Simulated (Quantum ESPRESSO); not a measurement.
Worked example: self-consistent single point of CdPd3 (P1, 4 atoms in the cell) in Quantum ESPRESSO.

Level of theory: PBEsol, GBRV 1.5 ultrasoft (PBESOL) pseudopotentials (plane waves; Quantum ESPRESSO 7.5).

```xyz
4
Lattice="3.9970 0.0000 0.0000 0.0000 3.9970 0.0000 0.0000 0.0000 3.9970" Properties=species:S:1:pos:R:3 pbc="T T T"
Cd    -0.0620    -0.0919    -0.0843
Pd     0.0361     2.0017     1.9563
Pd     1.9680     0.0443     2.0404
Pd     2.0549     2.0429     0.0845
```

Reference input (self-consistent single point, DFT, PBEsol, plane waves, GBRV 1.5 ultrasoft (PBESOL) pseudopotentials): ecutwfc = 40 Ry; ecutrho = 320 Ry; occupations = smearing; smearing = methfessel-paxton; degauss = 0.0073499 Ry; potentials = {Cd: cd_pbesol_v1.uspp.F.UPF, Pd: pd_pbesol_v1.4.uspp.F.UPF}; K_POINTS = automatic 5 5 5 0 0 0; conv_thr = 1e-11 Ry. This run's input differs from it in these lines:

```diff
@@ -29,3 +29,3 @@
 K_POINTS {automatic}
-5 5 5  0 0 0
+7 7 7  0 0 0
 CELL_PARAMETERS {angstrom}
```

Output (repeated stretches shortened):

```
     Self-consistent Calculation

     iteration #  1     ecut=    40.00 Ry     beta= 0.70

     negative rho (up, down):  2.479E-01 0.000E+00

     total energy              =    -707.32436258 Ry
     estimated scf accuracy    <       5.91850587 Ry

     iteration #  2     ecut=    40.00 Ry     beta= 0.70

     negative rho (up, down):  2.515E-01 0.000E+00

     total energy              =    -708.31729235 Ry
     estimated scf accuracy    <      11.70441989 Ry

     iteration #  3     ecut=    40.00 Ry     beta= 0.70

     negative rho (up, down):  2.527E-01 0.000E+00

     total energy              =    -710.42922310 Ry
     estimated scf accuracy    <       0.27166932 Ry

   [... 10 blocks of this kind left out ...]

     iteration # 14     ecut=    40.00 Ry     beta= 0.70

     negative rho (up, down):  2.531E-01 0.000E+00

     total energy              =    -710.46437269 Ry
     estimated scf accuracy    <          2.5E-11 Ry

     iteration # 15     ecut=    40.00 Ry     beta= 0.70

     negative rho (up, down):  2.531E-01 0.000E+00
     End of self-consistent calculation

     Number of k-points >= 100: set verbosity='high' to print the bands.

     the Fermi energy is    16.4991 ev

!    total energy              =    -710.46437269 Ry
     estimated scf accuracy    <          1.0E-12 Ry
     smearing contrib. (-TS)   =      -0.00018655 Ry
     internal energy E=F+TS    =    -710.46418614 Ry

     convergence has been achieved in  15 iterations

     negative rho (up, down):  2.531E-01 0.000E+00

     Forces acting on atoms (cartesian axes, Ry/au):

     atom    1 type  1   force =     0.02275423    0.03351542    0.02132301
     atom    2 type  2   force =    -0.00403945   -0.00890878    0.01077385
     atom    3 type  2   force =     0.00358139   -0.00276864   -0.01224346
     atom    4 type  2   force =    -0.02229617   -0.02183800   -0.01985341

     Total force =     0.062016     Total SCF correction =     0.000006

     negative rho (up, down):  2.531E-01 0.000E+00
          total   stress  (Ry/bohr**3)                   (kbar)     P=      -29.94
  -0.00015919   0.00005231   0.00001748          -23.42        7.70        2.57
   0.00005231  -0.00021641  -0.00000626            7.70      -31.84       -0.92
   0.00001748  -0.00000626  -0.00023504            2.57       -0.92      -34.58

   JOB DONE.
```

The run converged in 15 iterations. Against the reference run the free energy rises by 7.0 meV/atom, the pressure hardly changes (-3.04 to -2.99 GPa) and the largest force moves little (1.168 to 1.177 eV/Å).

The starting cell comes from a database of computed structures (which also holds hypothetical and non-ambient phases and stackings), without a prior relaxation at this level. Its atoms were displaced at random from the sites of space group no. 221. Spin polarisation is off. Forces in this geometry exceed 1 eV/Å.

Cost on one core of a shared machine: roughly 4 min.
